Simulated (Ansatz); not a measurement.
The starting structures come from a database of crystals and need not be the phases stable at ambient conditions.

 Where the default PAW files enter, the runs use the earlier of Ansatz's two default sets.

Inside the gap of an insulator the Bloch states are evanescent, with a wavenumber k + iκ along the transport direction.

Input:

```yaml
crystal:
  lattice:
    - [3.15701, -0.00793, 0.00107]
    - [1.29706, 5.37191, -0.02327]
    - [1.27585, -0.94272, 5.29228]
  atoms:
    - { symbol: Li, position: [0.00011, 0.34643, 0.15346] }
    - { symbol: Li, position: [0.99989, 0.65357, 0.84654] }
    - { symbol: H, position: [0.35819, 0.24491, 0.48276] }
    - { symbol: H, position: [0.64181, 0.75509, 0.51724] }
    - { symbol: H, position: [0.64218, 0.01713, 0.25507] }
    - { symbol: H, position: [0.35782, 0.98287, 0.74493] }
    - { symbol: H, position: [0.82161, 0.26326, 0.76292] }
    - { symbol: H, position: [0.17839, 0.73674, 0.23708] }
    - { symbol: O, position: [0.50027, 0.20719, 0.29271] }
    - { symbol: O, position: [0.49973, 0.79281, 0.70729] }
    - { symbol: O, position: [0.11003, 0.28406, 0.78392] }
    - { symbol: O, position: [0.88997, 0.71594, 0.21608] }
```

Space group of this cell: P-1. The cell was relaxed by PBE-D3(BJ); by r2SCAN its mean pressure is -1.5 GPa.

Transport runs along the normal of the first two printed cell vectors.

The gap is the functional's own, uncorrected, and κ follows it; spin-orbit coupling is left out. Mid-gap values are interpolated between the computed energies.

**Question.** Compute, with r2SCAN (Ansatz, an electronic-structure program), the band gap and the smallest decay constant κ at mid-gap.

**Answer.** Gap 5.44 eV on a 10×6×6 mesh; κ = 0.438 1/Å, at the zone centre.
